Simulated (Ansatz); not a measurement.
## A computed series for Ru: response to strain

Base system: Ru in the hcp (Mg type) structure (space group P6_3/mmc, No. 194; a = 2.704 Å, c = 4.263 Å; relaxed with 0.1 eV smearing).

Strains are applied to the cell and any free atomic positions relax.

Calculations: Ansatz (an electronic-structure program) r2SCAN, no spin-orbit coupling.

Notes on the quantities. energy relative to the base: free energy F; pressure: mean of the normal stresses, compression positive.

```json
[
 {"case": "base", "energy relative to the base": "0 meV/atom", "volume per atom": "13.50 Å³", "pressure": "0.0 GPa"},
 {"case": "isotropic strain −3.00 %", "energy relative to the base": "+129 meV/atom", "volume per atom": "12.32 Å³", "pressure": "38.4 GPa"},
 {"case": "isotropic strain −2.50 %", "energy relative to the base": "+88 meV/atom", "volume per atom": "12.51 Å³", "pressure": "30.7 GPa"},
 {"case": "isotropic strain −2.00 %", "energy relative to the base": "+55 meV/atom", "volume per atom": "12.71 Å³", "pressure": "23.7 GPa"},
 {"case": "isotropic strain −1.50 %", "energy relative to the base": "+31 meV/atom", "volume per atom": "12.90 Å³", "pressure": "17.1 GPa"},
 {"case": "isotropic strain −1.00 %", "energy relative to the base": "+13 meV/atom", "volume per atom": "13.10 Å³", "pressure": "10.9 GPa"},
 {"case": "isotropic strain −0.50 %", "energy relative to the base": "+3.3 meV/atom", "volume per atom": "13.30 Å³", "pressure": "5.3 GPa"}
]
```

Whether these cells are dynamically stable was not tested. All final runs are without spin polarisation.
